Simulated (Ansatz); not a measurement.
## SiC (model structure, started from the PtS type, P4₂/mmc, No. 131, 4 atoms in the cell): lattice parameter c by level of theory

No measured value is used here.

Task: Put these levels in order of the lattice parameter c that they give for SiC (model structure, started from the PtS type, P4₂/mmc, No. 131, 4 atoms in the cell), smallest first: LDA (Ansatz, a program for electronic structure), PBE (Ansatz), PBEsol (Ansatz).

Result: LDA (4.903 Å), PBEsol (4.939 Å), PBE (4.968 Å)

Ansatz's density-functional and Hartree–Fock values are scalar-relativistic unless marked +SOC, with PAW data made under PBE.

A model structure was made by putting elements into a prototype or built by hand; it is no filed structure, need not be a known phase, and can be a saddle point held by its symmetry.
